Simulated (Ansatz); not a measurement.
**A computed series for Al: response to strain**

The reference is Al in the fcc (Cu type) structure (space group Fm-3m, No. 225; relaxed with 0.1 eV smearing).

```yaml
crystal:
  lattice:
    - [0.00000, 1.99194, 1.99194]
    - [1.99194, 0.00000, 1.99194]
    - [1.99194, 1.99194, 0.00000]
  atoms:
    - { symbol: Al, position: [0.00000, 0.00000, 0.00000] }
```

Cartesian axes are those of the cell as printed.

Strains are applied to the cell and any free atomic positions relax; under biaxial strain the out-of-plane vector relaxes too.

All numbers come from Ansatz (a quantum-chemistry and plane-wave program), LDA, PAW, cutoff 420 eV, no spin-orbit coupling.

Notes on the quantities. energy relative to the base: free energy F.

| biaxial strain, plane normal [111], relaxed out of plane (%) | energy relative to the base (meV/atom) |
|---|---|
| -2.5 | 9.0 |
| -2.08 | 6.0 |
| -1.67 | 3.7 |
| -1.25 | 2.0 |
| -0.83 | 0.9 |
| -0.42 | ? |
| 0 | 0.0 |

Problem. Fit ΔE = Aε² + Bε³ (ε in %) to the rows shown and predict the withheld row.

Solution. Least squares on the printed values gives A = 1.13 and B = -0.13 meV/atom (largest residual 0.1 meV/atom); this predicts 0.2 meV/atom, and the run gives 0.2 meV/atom, in agreement.

Stability against distortions was not tested.
